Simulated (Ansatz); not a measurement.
Ansatz (an electronic-structure program), DFT, PBE, plane waves, its default PAW files: Cu(111) slab of 4 layers, 1x1, atoms displaced, unrelaxed, 4 atoms. Basis and mesh were picked for this test and aren't claimed converged.

| Quantity | Result |
|---|---|
| cell | 2.56, 2.56, 16.26 Å; 90, 90, 60° |
| distance to the nearest atom | 2.54 to 2.56 Å |
| task | single point |
| k mesh | 10×10×1 |
| hamiltonian.xc | pbe |
| kind of files | paw |
| scf.occupations.method | gaussian |
| scf.occupations.width | 0.1 eV |
| output.forces | true |
| binding of workers (--pin) | off |
| k-point pools (--kpoint-pools) | 1 |
| memory maximum (--max-ram) | 8GiB |
| accuracy | medium (default) |
| basis.precision | auto (default) |
| basis.xc_grid | 2 (default) |
| scf.eigensolver.kind | auto (default) |
| scf.convergence.dr2_threshold | 1e-07 (default) |
| scf.lower_state_search | light (default) |
| k-points after symmetry | 52 |
| bands at the start | 43 |
| electrons | 76 |
| plane waves at Γ | 1837 |
| cutoff (eV) | 420 |
| FFT grid | 18×18×120 |
| symmetry operations | 1 |

One run each.

All on 4 threads. Base settings, kept where nothing else is said: scf.mixing.algorithm = auto (default), scf.mixing.preconditioner = auto (default), scf.algorithm = auto (default) (scf.mixing.beta, scf.mixing.ndim, scf.mixing.q_tf not set). The settings tried:…
- scf.mixing.algorithm = broyden, scf.mixing.preconditioner = kerker, scf.mixing.q_tf = 0.5 1/Å
- scf.mixing.preconditioner = ldos
- scf.mixing.algorithm = anderson, scf.mixing.ndim = 16
- scf.mixing.algorithm = broyden, scf.mixing.beta = 0.7
- scf.mixing.preconditioner = local_kerker
- scf.mixing.algorithm = broyden, scf.mixing.beta = 0.3
- scf.mixing.preconditioner = kerker
- scf.mixing.algorithm = broyden, scf.mixing.preconditioner = kerker, scf.mixing.q_tf = 1.5 1/Å
- scf.mixing.algorithm = anderson
- scf.algorithm = direct_min
- scf.mixing.algorithm = anderson, scf.mixing.ndim = 1
- scf.mixing.algorithm = broyden
- scf.mixing.ndim = 16
- scf.mixing.preconditioner = kerker_dos
- scf.mixing.algorithm = msr1
- scf.mixing.preconditioner = none
- scf.mixing.ndim = 4
- scf.mixing.algorithm = broyden, scf.mixing.beta = 1
- scf.mixing.algorithm = broyden, scf.mixing.preconditioner = kerker
- the base settings
- scf.mixing.algorithm = anderson, scf.mixing.ndim = 4
- scf.mixing.algorithm = broyden, scf.mixing.beta = 0.1
- scf.mixing.algorithm = broyden, scf.mixing.preconditioner = none

Predict which of these converge in the fewest SCF iterations.

Fewest SCF iterations: scf.algorithm = direct_min (5). Most among those that reach the base run's result: scf.mixing.algorithm = broyden, scf.mixing.preconditioner = kerker (22); scf.mixing.preconditioner = kerker_dos (20); scf.mixing.preconditioner = kerker (20). No count from: scf.mixing.algorithm = anderson, scf.mixing.ndim = 1 (unfinished when stopped at the time that we allowed, after 24 SCF iterations). All the others converged. In the base run the program took: scf.mixing.algorithm MSR1, scf.mixing.preconditioner LDOS, scf.eigensolver.kind band_cg, --slots 4.

```
setting                                                                                        SCF iterations  applications of H to a band        end
---------------------------------------------------------------------------------------------  --------------  ---------------------------  ---------
scf.algorithm = direct_min                                                                                  5                       135869  converged
the base settings                                                                                           9                        42792  converged
scf.mixing.algorithm = msr1                                                                                 9                        42792  converged
scf.mixing.preconditioner = ldos                                                                            9                        42792  converged
scf.mixing.algorithm = broyden, scf.mixing.beta = 0.3                                                       9                        40849  converged
scf.mixing.algorithm = broyden, scf.mixing.beta = 0.7                                                       9                        43643  converged
scf.mixing.ndim = 4                                                                                         9                        44089  converged
scf.mixing.ndim = 16                                                                                        9                        42792  converged
scf.mixing.algorithm = broyden                                                                             10                        53773  converged
scf.mixing.algorithm = anderson                                                                            10                        53708  converged
scf.mixing.algorithm = broyden, scf.mixing.beta = 1                                                        10                        53773  converged
scf.mixing.algorithm = anderson, scf.mixing.ndim = 16                                                      10                        53779  converged
scf.mixing.preconditioner = none                                                                           11                        45446  converged
scf.mixing.algorithm = broyden, scf.mixing.preconditioner = none                                           11                        48358  converged
scf.mixing.algorithm = anderson, scf.mixing.ndim = 4                                                       11                        52703  converged
scf.mixing.algorithm = broyden, scf.mixing.preconditioner = kerker, scf.mixing.q_tf = 0.5 1/Å              11                        47649  converged
scf.mixing.preconditioner = local_kerker                                                                   13                        56340  converged
scf.mixing.algorithm = broyden, scf.mixing.beta = 0.1                                                      13                        61754  converged
scf.mixing.algorithm = broyden, scf.mixing.preconditioner = kerker, scf.mixing.q_tf = 1.5 1/Å              15                        58286  converged
scf.mixing.preconditioner = kerker                                                                         20                        74064  converged
scf.mixing.preconditioner = kerker_dos                                                                     20                        72843  converged
scf.mixing.algorithm = broyden, scf.mixing.preconditioner = kerker                                         22                        90934  converged
```

An iteration's cost differs between solvers, so these counts don't give the time.

Keys are those of Ansatz 0.2.
